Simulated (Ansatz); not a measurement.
Bond-angle distributions (per cent of the angles at each element, bins of 10°) of a relaxed model of amorphous In24O41Nb2 at 6.34 g/cm³. These are PBE, scalar-relativistic without spin-orbit coupling (plane waves to 420 eV, PAW; Ansatz, a first-principles code) values and carry that method's errors.

The cell was made by melting and quenching with the CHGNet potential and then relaxed with DFT. O atoms were pushed apart under 1.9 Å during the dynamics, to hinder bonds among them. The hot cell started wider than the set density and was brought back towards it in steps. It is the lowest in DFT energy of 2 quenches. It is a model cell: composition and starting density were chosen by hand, and all elements were melted together. No dispersion term was used. Its density started from a set value of 6.32 and ended at 6.34 g/cm³. The quench (nominally 280 K/ps over its main leg) was far faster than any real one, so the model tends to hold more defects than a real film. A cell of this size samples the disorder only roughly. Volume and shape were free in the relaxation. On a 2×2×2 Γ-centred mesh force components of up to 0.14 eV/Å stay, since the relaxation ran on the zone centre alone.

Cut-offs for bonds: In-In 3.12 Å, In-O 2.64 Å, In-Nb 3.12 Å, O-O 1.58 Å, O-Nb 2.53 Å, Nb-Nb 3.12 Å. Two cations that share two anions don't count as bonded, nor two that share one unless they lie closer than In-In 3.04 Å, In-Nb 3.04 Å, Nb-Nb 3.04 Å.

```csv
angle (°),at In,at O,at Nb
50-60,0,0,0
60-70,0,0,0
70-80,21,0,23
80-90,19,1,20
90-100,15,29,17
100-110,16,25,20
110-120,6,18,0
120-130,4,15,0
130-140,3,7,0
140-150,3,3,7
150-160,3,2,7
160-170,5,1,0
170-180,4,0,7
```

They go with these counts of neighbours within the cut-offs, cation contacts included: In mean 5.5, most often 6; O mean 3.5, most often 4; Nb mean 6.0, most often 6.
